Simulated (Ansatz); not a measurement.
Zinc-blende BeS was calculated with r²SCAN0 in Ansatz (plane waves, PAW).

Settings: plane-wave cutoff 520 eV, 10×10×10 k mesh, Fermi–Dirac smearing 0.01 eV, scalar-relativistic PAW data made under PBE.

Equation-of-state points:

| V (Å³/atom) | E − E_lowest (meV/atom) |
|---|---|
| 13.586 | 12.00 |
| 13.944 | 2.76 |
| 14.223 | 0.00 |
| 14.659 | 2.63 |
| 15.016 | 10.39 |

Q: Estimate the bulk modulus and its pressure derivative from these points.

A: V0 = 14.299 Å³/atom, B0 = 101 GPa, B′ = 3.7 (fit to the energies at full precision).

Measured, for comparison: bulk modulus 105 GPa (room temperature, no zero-point or thermal correction; as tabulated in Narayana, Nesamony, Ruoff, Phys. Rev. B 56, no. 22 (1997)); equilibrium volume per atom 14.44 Å³/atom (room temperature, no zero-point or thermal correction; as tabulated in Narayana, Nesamony, Ruoff (BeS at high pressure; core.ac.uk copy)). Computed (rounded) less measured: bulk modulus -4 %, equilibrium volume per atom -1.0 %. A static lattice is as a rule a little smaller and stiffer than an uncorrected measurement, which narrows the difference in the equilibrium volume per atom and would widen misses of the other sign.

Static lattice: no zero-point or thermal effects.

It cost about 14 core-minutes (a rough figure) of CPU time.

Ansatz is a first-principles code.
